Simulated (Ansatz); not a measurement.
An Ansatz (a program for electronic structure) input (Kohn–Sham DFT with the r2SCAN functional, run in Ansatz with PAW and 500 eV plane waves, no spin-orbit coupling, earlier PAW set):

Ansatz 0.2 input:
```yaml
crystal:
  lattice:
    - [0, 2.2490999764, 2.2490999764]
    - [2.2490999764, 0, 2.2490999764]
    - [2.2490999764, 2.2490999764, 0]
  atoms:
    - { symbol: N, position: [0.75, 0.75, 0.75] }
    - { symbol: Ga, position: [0, 0, 0] }
basis: { ecutwfc: 500, ecutrho_ratio: 4, xc_grid: 4, fft_grid_basis: typed }
kpoints: { mp_grid: { grid: [13, 13, 13] } }
hamiltonian:
  xc: r2scan
  dispersion: none
  pseudopotentials: { azcp: { folder: ./paw }, kind: paw }
scf: { occupations: { method: fermi_dirac, width: 0.05 }, convergence: { dr2_threshold: 0.0000000002 } }
output: { forces: true, stress: true }
checkpoint: { write: state.ck, write_every: 1000 }
```

Problem. Which symmetry and how many k-points will the program report, and about how many plane waves at Γ?

Solution. Space group F-43m (ITA 216) with 24 operations, k-points 84 of 2197, and 561 plane waves at Γ.

No phonon test of stability was made. The cell was made from BN by this change: B → Ga. This is not the structure that GaN has at room temperature and ambient pressure.
